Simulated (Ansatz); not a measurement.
## What pressure 75 GPa does to Pt

Base system: Pt in the fcc (Cu type) structure (space group Fm-3m, No. 225; a = 3.918 Å).

Modification: a hydrostatic pressure of 75 GPa.

Computed with DFT with PBEsol, PAW potentials and a 420 eV plane-wave cutoff in Ansatz (an electronic-structure program), spin-orbit coupling left out. Γ-centred 20×20×20 mesh, Fermi–Dirac width 0.05 eV.

The density increases by 3.93 g/cm³, from 21.54 g/cm³ to 25.47 g/cm³ and the enthalpy H = E + PV relative to the base's energy amounts to +6.41 eV/atom. The band gap remains zero.

Load acts through the strain it causes; cell and atoms are relaxed under it. Whether these cells are dynamically stable was not tested. No other phases were tried under pressure. The final runs are not spin-polarised.
